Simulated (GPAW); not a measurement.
GPAW run on Ru3W (P6_3/mmc, 8 atoms in the cell): self-consistent single point.

Level of theory: PBEsol, GPAW PAW datasets PBEsol (made by gpaw-setup) (plane waves; GPAW 25.7.0).

```xyz
8
Lattice="5.4863 0.0000 0.0000 -2.7431 4.7512 0.0000 0.0000 0.0000 4.3659" Properties=species:S:1:pos:R:3 pbc="T T T"
Ru     0.0000     1.5804     1.0915
Ru     2.7431     3.1708     3.2744
Ru     4.1176     0.7902     3.2744
Ru    -1.3745     3.9610     1.0915
Ru     1.3745     3.9610     1.0915
Ru     1.3687     0.7902     3.2744
W      0.0000     3.1675     3.2744
W      2.7431     1.5837     1.0915
```

Reference input (self-consistent single point, DFT LDA (Perdew-Wang 92), plane waves, GPAW PAW datasets LDA (gpaw-data 1.0.1)): mode = pw; ecut = 550 eV; xc = LDA; kpts = 4 4 5; mesh shift (steps) = 0 0 0; occupations.name = methfessel-paxton; occupations.width = 0.136 eV; occupations.order = 0; nbands = -14; symmetry.symmorphic = false; symmetry.tolerance = 0.0005; maxiter = 120. This run's input differs from it in these lines:

```diff
@@ -19,3 +19,3 @@
 calc = GPAW(mode=PW(550),
-            xc='LDA',
+            xc='PBEsol',
             kpts={'size': (4, 4, 5), 'gamma': True},
```

Its files differ too (potentials: GPAW PAW datasets PBEsol (made by gpaw-setup)).

The program printed (abridged):

```
     iter     time        total  log10-change:
                         energy   eigst   dens
iter:   1 --:--:--   -94.608134
iter:   2 --:--:--   -92.428446   -1.25  -1.25
iter:   3 --:--:--   -89.666427   -1.22  -1.31
iter:   4 --:--:--   -88.128029   -1.49  -1.43
iter:   5 --:--:--   -87.772747   -1.12  -1.63
iter:   6 --:--:--   -87.708797   -1.66  -2.08
iter:   7 --:--:--   -87.573564   -2.51  -2.08
iter:   8 --:--:--   -87.601781   -2.83  -2.51
iter:   9 --:--:--   -87.568967c  -2.51  -2.36
iter:  10 --:--:--   -87.556676c  -3.18  -2.74
iter:  11 --:--:--   -87.556633c  -4.47  -3.44
iter:  12 --:--:--   -87.556603c  -5.55  -3.49
iter:  13 --:--:--   -87.556687c  -5.21  -3.51
iter:  14 --:--:--   -87.556690c  -5.51  -3.59
iter:  15 --:--:--   -87.556662c  -5.40  -3.68
iter:  16 --:--:--   -87.556630c  -5.44  -3.64
iter:  17 --:--:--   -87.556605c  -6.44  -3.83
iter:  18 --:--:--   -87.556584c  -6.55  -3.95
iter:  19 --:--:--   -87.556583c  -6.27  -4.04c
iter:  20 --:--:--   -87.556580c  -6.74  -4.11c
iter:  21 --:--:--   -87.556583c  -7.38  -4.16c
iter:  22 --:--:--   -87.556584c  -7.20  -4.29c
iter:  23 --:--:--   -87.556585c  -7.39  -4.49c
iter:  24 --:--:--   -87.556585c  -8.19c -4.60c
Converged after 24 iterations.

Dipole moment: (0.000000, -0.000000, -0.000000) |e|*Ang

Energy contributions relative to reference atoms: (reference = -1616377.774823)

Kinetic:        -32.666953
Potential:       +4.619888
External:        +0.000000
XC:             -58.357194
Entropy (-ST):   -0.083804
Local:           -1.110424
SIC:             +0.000000
--------------------------
Free energy:    -87.598488
Extrapolated:   -87.556585

Showing only first 2 kpts
 Kpt  Band  Eigenvalues  Occupancy
  0    60     12.52737    2.00000
  0    61     12.87220    1.99924
  0    62     14.53767    0.00000
  0    63     14.80834    0.00000

  1    60     13.79688    0.00000
  1    61     13.79688    0.00000
  1    62     13.91795    0.00000
  1    63     14.45377    0.00000

Fermi level: 13.19608

No gap
   [... lines left out ...]
  2 Ru   -0.08851    0.05110   -0.00000
  3 Ru    0.08851   -0.05110    0.00000
  4 Ru   -0.08851   -0.05110   -0.00000
  5 Ru    0.08851    0.05110    0.00000
  6 W     0.00000    0.00000   -0.00000
  7 W    -0.00000   -0.00000    0.00000

Stress tensor:
     0.048068    -0.000000     0.000000
    -0.000000     0.048068     0.000000
     0.000000     0.000000     0.067149
Stress (GPa, Voigt): [ 7.7014  7.7014 10.7584  0.      0.     -0.    ]
```

The run converged in 24 iterations. GPAW prints stress with tension positive. Against the reference run the pressure goes from -15.30 to -8.72 GPa and the largest force goes from 0.118 to 0.102 eV/Å.

The starting cell comes from a database of computed structures (which also holds hypothetical and non-ambient phases and stackings), without a prior relaxation at this level. Its lattice was rescaled by a random factor within 2.5 % of one. Spin polarisation is off. With a pressure of about -9 GPa the cell is away from its equilibrium volume at this level.

Cost on one core of a shared machine: roughly 3 min.
